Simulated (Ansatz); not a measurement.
Results of PBEsol in Ansatz (PAW) for C (Fmmm, No. 69, 4 atoms in the cell; start mp-937760; another form than the element's usual one).

Input file:

Ansatz 0.2 input:
```yaml
crystal:
  lattice:
    - [1.2376881697, -2.1433350439, 0.0]
    - [1.2376881697, 2.1433350439, 0.0]
    - [0.0, 0.0, 7.4428611435]
  atoms:
    - { symbol: C, position: [0.5833229024, 0.4166770976, 0.7499937323] }
    - { symbol: C, position: [0.4166770976, 0.5833229024, 0.2500062677] }
    - { symbol: C, position: [0.9166770976, 0.0833229024, 0.7499937323] }
    - { symbol: C, position: [0.0833229024, 0.9166770976, 0.2500062677] }
basis:
  ecutwfc: 520
  ecutrho_ratio: 4
  xc_grid: 2
kpoints:
  mp_grid: { grid: [24, 24, 8] }
hamiltonian:
  xc: pbesol
  dispersion: none
  pseudopotentials: { kind: paw }
scf:
  occupations: { method: fermi_dirac, width: 0.05 }
output:
  forces: true
  stress: true
  eigenvalues: true
relax:
  f_tol: 0.004
  escape_saddle: false
  max_steps: 80
  cell: { stress_tol: 0.02, fix: [volume] }
```

From the output:

```
WARN the atoms were moved onto the symmetric positions of the space group found under crystal.symmetry.tolerance 1.0e-5 (fractional …
Relaxation: its limit of steps is 80 (relax.max_steps)
Crystal: 4 atoms, lattice volume = 39.489 Å³
Basis set: ecut = 520 eV, 1053 PW (Γ), exchange–correlation on 40×40×120 points (8 copies of the dense FFT grid, shifted against one another)
Bands: 12, of which v1, the nominal top of the filled ones, is band 8 counted from 1 (7 counted from 0)
Symmetry: 16 space group operations
Space group: Fmmm (ITA 69), of the structure as read, at distance tolerance 3.4e-5 Å
k-points: 785 of 4608
Functional: x = pbesol(κ = 0.804, μ = 0.12345679012345678), c = pbesol(β = 0.046)
SCF iter   1: F=—  HF=-986.761532 eV  |F-HF|=—  |Δ(HF+E_count)|=         —  Δρ=3.92e-3  dr2=2.99e-3
SCF iter   2: F=—  HF=-986.761545 eV  |F-HF|=—  |Δ(HF+E_count)|=   1.36e-5  Δρ=2.28e-3  dr2=1.22e-3
  ...
SCF 1 converged in 6 iterations: F = -986.761424 eV  dr2 = 2.45e-10
Crystal: 4 atoms, lattice volume = 39.489 Å³
Basis set: ecut = 520 eV, 1065 PW (Γ), exchange–correlation on 40×40×120 points (8 copies of the dense FFT grid, shifted against one another)
Initial density: handed on by an earlier stage of this run
SCF 2 converged in 4 iterations: F = -986.771707 eV  dr2 = 1.40e-9
Crystal: 4 atoms, lattice volume = 39.489 Å³
Basis set: ecut = 520 eV, 1067 PW (Γ), exchange–correlation on 40×40×120 points (8 copies of the dense FFT grid, shifted against one another)
SCF 3 converged in 4 iterations: F = -986.773139 eV  dr2 = 4.49e-10
Crystal: 4 atoms, lattice volume = 39.489 Å³
SCF iter   3: F=—  HF=-986.773094 eV  |F-HF|=—  |Δ(HF+E_count)|=   1.24e-8  Δρ=3.53e-7  dr2=2.25e-11
SCF iter   4: F=-986.773094 eV  HF=-986.773094 eV  |F-HF|=2.96e-12  |Δ(HF+E_count)|=  9.32e-12  Δρ=1.21e-7  dr2=2.16e-12
SCF 4 converged in 4 iterations: F = -986.773094 eV  dr2 = 2.16e-12
SCF converged after 4 iterations
Free energy (F): -986.773094 eV
Internal energy: -986.772633 eV  (E = F + TS)
E sigma→0 (E₀):  -986.772864 eV
Fermi energy:    5.735148 eV
--- Forces (eV/Å), atoms counted from 1 ---
  atom   1  C      0.00000000    -0.00022095     0.00000000
  atom   2  C     -0.00000000     0.00022095     0.00000000
  atom   3  C     -0.00000000     0.00022095     0.00000000
  atom   4  C      0.00000000    -0.00022095     0.00000000
--- Stress (GPa, compression-positive) ---
       -0.096565      -0.000000      -0.000000
       -0.000000      -0.097709      -0.000000
       -0.000000      -0.000000      -0.107314
  P = ⅓ Tr σ = -0.1005 GPa (-1.005 kbar)
```

The cell is one volume of an energy–volume scan, off the minimum.

The PAW data were made under PBE.

Note: the relaxation could not lower the start's symmetry, so the cell can be a saddle point above a distorted one.

A start named mp-… is a Materials Project structure, which need not be a measured phase.

Ansatz is a first-principles code.
